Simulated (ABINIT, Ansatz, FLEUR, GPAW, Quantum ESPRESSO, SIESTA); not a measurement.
One structure in several programs: CaMg₆Si (Amm2, 8 atoms in the cell)

Self-consistent single point.

```xyz
8
Lattice="5.0336 0.0000 0.0000 0.0000 3.0693 5.9907 0.0000 -3.0693 5.9907" Properties=species:S:1:pos:R:3 pbc="T T T"
Ca     2.5168     0.0000     2.1501
Mg     2.5168     1.5333     5.1281
Mg     2.5168    -1.5333     5.1281
Mg     0.0000     1.4972     6.9341
Mg     0.0000    -1.4972     6.9341
Mg     0.0000     0.0000     4.1114
Mg     0.0000     0.0000     9.7954
Si     2.5168     0.0000     7.7439
```

All programs got the same cell, k-point mesh and kind of occupations (in Ansatz's words: kpoints.mp_grid.grid = 4 3 3; scf.occupations.method = gaussian; scf.occupations.width = 0.1 eV); potentials, basis and cutoffs are each program's usual ones.

| code | model | pressure (GPa) | largest force (eV/Å) | k-points | cutoff |
|---|---|---|---|---|---|
| GPAW | PBEsol, GPAW PAW datasets PBEsol (made by gpaw-setup) | -0.81 | 0.157 | 12 | 850 eV |
| Ansatz | PBEsol, PAW files made with PBE | -0.88 | 0.159 | 12 | default |
| ABINIT | PBEsol, norm-conserving pseudopotentials (PseudoDojo nc-sr-04 PBEsol standard) | -0.87 | 0.158 | 12 | 84 Ry |
| Quantum ESPRESSO | PBEsol, GBRV 1.5 ultrasoft (PBESOL) pseudopotentials | -0.87 | 0.159 | 12 | 40 Ry |
| SIESTA | GGA PBEsol, numerical atomic orbitals DZP, PseudoDojo PBEsol standard norm-conserving potentials (rewritten from UPF to PSML) | 3.45 | 0.280 | 20 | grid 300 Ry |
| FLEUR | PBEsol, all-electron FLAPW (FLEUR), scalar-relativistic valence | – | 0.159 | 12 | Kmax 3.8 1/bohr |

Size of the force on each atom (eV/Å): Sizes of forces hide their directions.

```json
[
 {"code": "GPAW", "Ca1": "0.043", "Mg2": "0.008", "Mg3": "0.008", "Mg4": "0.090", "Mg5": "0.090", "Mg6": "0.009", "Mg7": "0.157", "Si8": "0.002"},
 {"code": "Ansatz", "Ca1": "0.040", "Mg2": "0.007", "Mg3": "0.007", "Mg4": "0.089", "Mg5": "0.089", "Mg6": "0.001", "Mg7": "0.159", "Si8": "0.001"},
 {"code": "ABINIT", "Ca1": "0.039", "Mg2": "0.010", "Mg3": "0.010", "Mg4": "0.090", "Mg5": "0.090", "Mg6": "0.001", "Mg7": "0.158", "Si8": "0.001"},
 {"code": "Quantum ESPRESSO", "Ca1": "0.040", "Mg2": "0.007", "Mg3": "0.007", "Mg4": "0.088", "Mg5": "0.088", "Mg6": "0.001", "Mg7": "0.159", "Si8": "0.000"},
 {"code": "SIESTA", "Ca1": "0.205", "Mg2": "0.112", "Mg3": "0.112", "Mg4": "0.280", "Mg5": "0.280", "Mg6": "0.219", "Mg7": "0.137", "Si8": "0.074"},
 {"code": "FLEUR", "Ca1": "0.041", "Mg2": "0.008", "Mg3": "0.008", "Mg4": "0.088", "Mg5": "0.088", "Mg6": "0.002", "Mg7": "0.159", "Si8": "0.000"}
]
```

A dash marks a value that a program does not give, or that is left out as unsure.

The spread over the programs that give each value: pressure within 4.33 GPa; largest force within 0.123 eV/Å.

The starting cell comes from a database of computed structures (which also holds hypothetical and non-ambient phases and stackings), without a prior relaxation at this level. On Ansatz's run: Without a gap this mesh is coarse (it stands for a supercell whose shortest vector is 18 Å).

Task: Why do the programs differ, and what cannot be compared?

Result: Differences of this kind can come from the potentials, where these differ, and from what each basis and cutoff leave unconverged. The zero of total energies and Fermi levels follows the potentials and each program's conventions, so they are not compared here. SIESTA uses small atom-centred bases, whose incompleteness enters pressures, forces and empty levels differently from a plane-wave cutoff. FLEUR treats all electrons, but the usual bases taken here (sphere radii, linearisation, local orbitals, empty states) were not tested for convergence, so the values are no reference for the others. Ansatz's pressure is given at a fixed set of plane waves, as the other plane-wave codes print theirs. The programs reduce the same mesh by symmetry to different extents, which changes the work and not the result. In the pressure, SIESTA (by 4.31) lies more than 1 GPa from the median of the plane-wave programs. In the force vectors, SIESTA (by 0.275) lies more than 0.08 eV/Å from the median of the plane-wave programs.

The shared mesh is coarse (it stands for a supercell whose shortest vector is 18 Å), so the values are not converged in it.

Left out of this page: CP2K (unsound by tests on forces, stress, charge or solver warnings); Elk (not drawn, or without a comparable value).

Ansatz is a program for electronic structure.

Keys are those of Ansatz 0.2.
